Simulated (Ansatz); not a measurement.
HgS: response to strain

Consider HgS in the zinc blende structure (space group F-43m, No. 216; a = 5.8119 Å). Axes: x, y, z lie along the cube axes.

Strains are applied to the cell and any free atomic positions relax.

Level of theory: plane-wave PAW DFT at the LDA level (Ansatz, an electronic-structure program, 420 eV), no spin-orbit coupling.

Notes on the quantities. energy relative to the base: free energy F; pressure: mean of the normal stresses, compression positive.

| variant | energy relative to the base | pressure | volume per atom |
|---|---|---|---|
| base | 0 meV/atom | 0.0 GPa | 24.54 Å³ |
| tensor shear ε_xy = +1.14 % | +1.0 meV/atom | 0.0 GPa | 24.54 Å³ |
| tensor shear ε_xy = +0.86 % | +0.6 meV/atom | 0.0 GPa | 24.54 Å³ |
| tensor shear ε_xy = +2.00 % | +3.1 meV/atom | -0.1 GPa | 24.53 Å³ |
| tensor shear ε_xy = +1.71 % | +2.2 meV/atom | 0.0 GPa | 24.53 Å³ |
| tensor shear ε_xy = +1.43 % | ? | 0.0 GPa | 24.53 Å³ |
| tensor shear ε_xy = +0.29 % | +0.1 meV/atom | 0.0 GPa | 24.54 Å³ |
| tensor shear ε_xy = +0.57 % | +0.2 meV/atom | 0.0 GPa | 24.54 Å³ |

Q: Complete the table.

A: 
- tensor shear ε_xy = +1.43 %, energy relative to the base: +1.6 meV/atom

Whether these cells are dynamically stable was not tested. The final runs are not spin-polarised.
